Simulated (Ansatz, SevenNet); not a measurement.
L1₂ (Cu3Au-type) Pt3Ti: properties by level of theory

Reference values: lattice constant a 3.916 Å (measured, temperature not stated, not corrected to a static lattice; as tabulated in Molecular Dynamics Simulations of PtTi High-Temperature Shape Memory Alloys …).

```json
[
 {"level (code)": "SevenNet-l3i5", "lattice parameter a (Å)": "___", "enthalpy of formation (eV/atom)": "-0.871"},
 {"level (code)": "PBE (Ansatz)", "lattice parameter a (Å)": "___", "enthalpy of formation (eV/atom)": "-0.855"},
 {"level (code)": "RPBE (Ansatz)", "lattice parameter a (Å)": "___", "enthalpy of formation (eV/atom)": "___"},
 {"level (code)": "PBE-D3(BJ) (Ansatz)", "lattice parameter a (Å)": "3.904", "enthalpy of formation (eV/atom)": "___"},
 {"level (code)": "PBEsol-D3(BJ) (Ansatz)", "lattice parameter a (Å)": "3.861", "enthalpy of formation (eV/atom)": "-0.908"}
]
```

Q: Fill in the missing entries.

A: 
- SevenNet-l3i5, lattice parameter a (Å): 3.951
- PBE (Ansatz, a quantum-chemistry and plane-wave program), lattice parameter a (Å): 3.948
- RPBE (Ansatz), lattice parameter a (Å): 3.971
- RPBE (Ansatz), enthalpy of formation (eV/atom): -0.846
- PBE-D3(BJ) (Ansatz), enthalpy of formation (eV/atom): -0.880

Machine-learned potentials (SevenNet-l3i5) are trained on DFT data: a solid inside that data is no test of them.

Ansatz's density-functional and Hartree–Fock values are scalar-relativistic unless marked +SOC, with PAW data made under PBE.
